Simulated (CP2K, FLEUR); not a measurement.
A FLEUR input for a self-consistent single point of Al₂Pt (Fm-3m, 3 atoms in the cell) (DFT, LDA (Perdew-Zunger), all-electron FLAPW (FLEUR), scalar-relativistic valence):

Input of the input generator:

```
Al2Pt crystal
&input film=f /
-0.0000000000 5.6405584717 5.6405584717
5.6405584717 0.0000000000 5.6405584717
5.6405584717 5.6405584717 0.0000000000
1.0
1.0 1.0 1.0

3
13 0.2500000000 0.2500000000 0.2500000000
13 0.7500000000 0.7500000000 0.7500000000
78 0.0000000000 0.0000000000 0.0000000000

&comp jspins=1 /
&exco xctyp='pz' /
&kpt div1=7 div2=7 div3=7 /
&end /
```

```xml
<?xml version="1.0" encoding="UTF-8" standalone="no"?>
<fleurInput fleurInputVersion="0.39">
   <comment>
      Al2Pt crystal                                                                                       
   </comment>
   <calculationSetup>
      <cutoffs Kmax="4.5" Gmax="15.8" GmaxXC="15.8" numbands="0"/>
      <scfLoop itmax="80" minDistance="0.00001" maxIterBroyd="15" imix="Anderson" alpha="0.05" precondParam="0.0" spinf="2.0"/>
      <coreElectrons ctail="T" frcor="F" kcrel="0" coretail_lmax="0"/>
      <xcFunctional name="pz" relativisticCorrections="F"/>
      <magnetism jspins="1"/>
      <soc l_soc="F" theta="0.0" phi="0.0" spav="F"/>
      <expertModes spex="0" secvar="F"/>
      <geometryOptimization l_f="T" forcealpha="1.0" forcemix="BFGS" epsdisp="0.00001" epsforce="0.00001"/>
      <ldaU l_linMix="F" mixParam="0.05" spinf="1.0"/>
   </calculationSetup>
   <cell>
      <bzIntegration valenceElectrons="22.0" mode="gauss" fermiSmearingEnergy="0.00499791">
         <kPointListSelection listName="default-1"/>
         <!-- k-points included here -->
         <xi:include xmlns:xi="http://www.w3.org/2001/XInclude" href="kpts.xml"> </xi:include>
      </bzIntegration>
      <!-- symmetry operations included here -->
      <xi:include xmlns:xi="http://www.w3.org/2001/XInclude" href="sym.xml"> </xi:include>
      <bulkLattice scale="1.0">
         <bravaisMatrix>
            <row-1>    0.0000000000000000     5.6405584717000004     5.6405584717000004</row-1>
            <row-2>    5.6405584717000004     0.0000000000000000     5.6405584717000004</row-2>
            <row-3>    5.6405584717000004     5.6405584717000004     0.0000000000000000</row-3>
         </bravaisMatrix>
      </bulkLattice>
   </cell>
   <atomSpecies>
      <species name="Aluminum (Al)" element="Al" atomicNumber="13">
         <mtSphere radius="1.80" gridPoints="621" logIncrement="0.018"/>
         <atomicCutoffs lmax="8" lnonsphr="6"/>
         <electronConfig flipSpins="F">
            <coreConfig>(1s1/2) (2s1/2) (2p1/2) (2p3/2)</coreConfig>
            <valenceConfig>(3s1/2) (3p1/2) (3p3/2)</valenceConfig>
            <stateOccupation state="(3p1/2)" spinUp="0.1666666666667" spinDown="0.1666666666667"/>
            <stateOccupation state="(3p3/2)" spinUp="0.3333333333333" spinDown="0.3333333333333"/>
         </electronConfig>
         <energyParameters s="3" p="3" d="3" f="4"/>
      </species>
      <species name="Platinum (Pt)" element="Pt" atomicNumber="78">
         <mtSphere radius="2.68" gridPoints="925" logIncrement="0.015"/>
         <atomicCutoffs lmax="10" lnonsphr="8"/>
         <electronConfig flipSpins="F">
            <coreConfig>(1s1/2) (2s1/2) (2p1/2) (2p3/2) (3s1/2) (3p1/2) (3p3/2) (4s1/2) (3d3/2) (3d5/2) (4p1/2) (4p3/2) (5s1/2) (4d3/2) (4d5/2) (4f5/2) (4f7/2)</coreConfig>
            <valenceConfig>(5p1/2) (5p3/2) (6s1/2) (5d3/2) (5d5/2)</valenceConfig>
            <stateOccupation state="(6s1/2)" spinUp="0.5" spinDown="0.5"/>
            <stateOccupation state="(5d3/2)" spinUp="1.8" spinDown="1.8"/>
            <stateOccupation state="(5d5/2)" spinUp="2.7" spinDown="2.7"/>
         </electronConfig>
         <energyParameters s="6" p="6" d="5" f="5"/>
         <lo type="SCLO" l="1" n="5" eDeriv="0"/>
      </species>
   </atomSpecies>
   <atomGroups>
      <atomGroup species="Aluminum (Al)">
         <relPos label="                   1">1.000/4.000 1.000/4.000 1.000/4.000</relPos>
         <relPos label="                   2">-1.000/4.000 -1.000/4.000 -1.000/4.000</relPos>
         <force calculate="T" relaxXYZ="TTT"/>
      </atomGroup>
      <atomGroup species="Platinum (Pt)">
         <relPos label="                   3">.0000000000 .0000000000 .0000000000</relPos>
         <force calculate="T" relaxXYZ="TTT"/>
      </atomGroup>
   </atomGroups>
   <output dos="F" band="F" slice="F">
      <checks vchk="F" cdinf="F"/>
      <bandDOS minEnergy="-.5*Htr" maxEnergy="0.5*Htr" sigma="0.015" storeEVData="T"/>
      <vacuumDOS vacdos="F" integ="F" star="F" nstars="0" locx1="0.0" locy1="0.0" locx2="0.0" locy2="0.0" nstm="0" tworkf="0.0"/>
      <unfoldingBand unfoldBand="F" supercellX="1" supercellY="1" supercellZ="1"/>
      <plotting iplot="0" polar="F">
         <plot TwoD="T" vec1="  1.0  0.0  0.0" vec2="  0.0  1.0  0.0" vec3="  0.0  0.0  1.0" zero="  0.0  0.0  0.0" file="plot"/>
      </plotting>
      <chargeDensitySlicing numkpt="0" minEigenval="0.0" maxEigenval="0.0" nnne="0" pallst="F"/>
      <specialOutput eonly="F"/>
      <magneticCircularDichroism mcd="F" energyLo="-10.0" energyUp="0.0"/>
   </output>
  <!-- We include the file relax.xml here to enable relaxations (see documentation) -->
  <xi:include xmlns:xi="http://www.w3.org/2001/XInclude" href="relax.xml"> <xi:fallback/> </xi:include>
</fleurInput>
```

Problem. Give the CP2K input for the same structure, mesh, smearing and functional.

Solution. This is the input that was run; spellings and numerical settings could be chosen otherwise.

```
&GLOBAL
  PROJECT al2pt
  RUN_TYPE ENERGY_FORCE
  PRINT_LEVEL MEDIUM
&END GLOBAL
&FORCE_EVAL
  METHOD Quickstep
  STRESS_TENSOR ANALYTICAL
  &DFT
    BASIS_SET_FILE_NAME BASIS_MOLOPT_UCL
    POTENTIAL_FILE_NAME GTH_POTENTIALS
    &QS
      METHOD GPW
      EPS_DEFAULT 1E-10
    &END QS
    &MGRID
      CUTOFF 500
      REL_CUTOFF 40
      NGRIDS 5
    &END MGRID
    &SCF
      SCF_GUESS ATOMIC
      EPS_SCF 1E-6
      MAX_SCF 100
      ADDED_MOS 5
      &DIAGONALIZATION
        ALGORITHM STANDARD
      &END DIAGONALIZATION
      &MIXING
        METHOD BROYDEN_MIXING
        ALPHA 0.3
        NBUFFER 10
        BETA 1
      &END MIXING
      &SMEAR ON
        METHOD GAUSSIAN
        SIGMA [eV] 0.136
      &END SMEAR
    &END SCF
    &KPOINTS
      SCHEME MONKHORST-PACK 7 7 7
    &END KPOINTS
    &XC
      &XC_FUNCTIONAL PADE
      &END XC_FUNCTIONAL
    &END XC
    &PRINT
      &MO
        EIGENVALUES T
        OCCUPATION_NUMBERS T
        NDIGITS 8
        FILENAME mo
        &EACH
          QS_SCF 0
        &END EACH
        ADD_LAST NUMERIC
      &END MO
      &MULLIKEN ON
      &END MULLIKEN
    &END PRINT
  &END DFT
  &SUBSYS
    &CELL
      ABC 4.22122200 4.22122244 4.22122260
      ALPHA_BETA_GAMMA 60.00000351 60.00000467 60.00000348
      PERIODIC XYZ
    &END CELL
    &COORD
      SCALED
      Al       0.25000000     0.25000000     0.25000000
      Al       0.75000000     0.75000000     0.75000000
      Pt       0.00000000     0.00000000     0.00000000
    &END COORD
    &KIND Al
      BASIS_SET TZVP-MOLOPT-SR-GTH-q3
      POTENTIAL GTH-PADE-q3
    &END KIND
    &KIND Pt
      BASIS_SET TZVP-MOLOPT-SR-GTH-q18
      POTENTIAL GTH-PADE-q18
    &END KIND
  &END SUBSYS
  &PRINT
    &FORCES ON
    &END FORCES
    &STRESS_TENSOR ON
    &END STRESS_TENSOR
  &END PRINT
&END FORCE_EVAL
```

Basis, cutoffs, solver keys and any potentials are the target program's own. This input uses DFT LDA (Pade form), GPW, TZVP-MOLOPT-SR-GTH basis, GTH-PADE potentials (GTH_POTENTIALS). LDA parametrisations can differ slightly between programs.

The starting cell comes from a database of computed structures (which also holds hypothetical and non-ambient phases and stackings), without a prior relaxation at this level. Its lattice was rescaled by a random factor within 2.5 % of one.
